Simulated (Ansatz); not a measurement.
Take WC (space group P-6m2, No. 187; a = 2.8993 Å, c = 2.8271 Å; relaxed with 0.1 eV smearing) as the base. Axes: x lies along a and z along c of the hexagonal cell.

All numbers come from Kohn–Sham DFT with the PBEsol functional, run in Ansatz (an electronic-structure program) with PAW and 420 eV plane waves, spin-orbit coupling left out, earlier PAW set.

Perturbation: uniaxial strain ε_xx = −2.22 %, all other strain components held at zero; the atoms relax in the strained cell.

Task: Predict the stress tensor and what it implies for the stiffness.

Result: Stress of the strained cell less that of the base (GPa, compression positive):
```
   17.7     0.0     0.0
    0.0     5.7     0.0
    0.0     0.0     4.4
```

Then −Δσ_ii/ε with ε = -0.0222 gives secant stiffness values (nonlinear terms included at this strain): C11 ≈ 797 GPa, C12 ≈ 255 GPa and C13 ≈ 197 GPa.

As a check, the harmonic strain energy −½ V₀ Δσ:ε is 13 meV/atom; the computed energy rise is 12 meV/atom.

Stability against distortions was not tested. The final runs are not spin-polarised.
